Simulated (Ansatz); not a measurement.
A hypothetical phase is included: elements placed on a structure type, which no database files for this compound.

The decay constant κ of evanescent states in the gap governs leakage through a thin film.

Here is the system:

```
BN
1.0
    2.54657     0.00002     0.00000
    1.27327     2.20541     0.00000
    0.00000     0.00000    20.89916
B N
10 10
Direct
  0.00000   0.00000   0.19983
  0.00000   0.00000   0.40004
  0.33333   0.33333   0.29968
  0.00000   0.00000   0.60021
  0.33333   0.33333   0.99985
  0.33333   0.33333   0.70002
  0.66667   0.66667   0.90000
  0.00000   0.00000   0.80038
  0.66667   0.66667   0.10021
  0.66667   0.66667   0.49986
  0.33333   0.33333   0.77536
  0.33333   0.33333   0.07519
  0.00000   0.00000   0.67491
  0.00000   0.00000   0.27458
  0.66667   0.66667   0.17494
  0.66667   0.66667   0.57519
  0.00000   0.00000   0.47474
  0.66667   0.66667   0.97475
  0.33333   0.33333   0.37503
  0.00000   0.00000   0.87511
```

The cell was relaxed by PBE-D3(BJ); by r2SCAN it stands under a pressure of 1.1 GPa.

Transport runs along the normal of the first two printed cell vectors, the (001) plane of the conventional cell.

The gap is the functional's own. No spin-orbit coupling. Mid-gap values are those at the computed energy nearest the middle.

**Question.** Give the band gap and the smallest decay constant κ at mid-gap that r2SCAN (Ansatz, a program for electronic structure) yields.

**Answer.** Gap 5.78 eV on a 18×18×2 mesh; κ = 0.361 1/Å, at the zone centre.
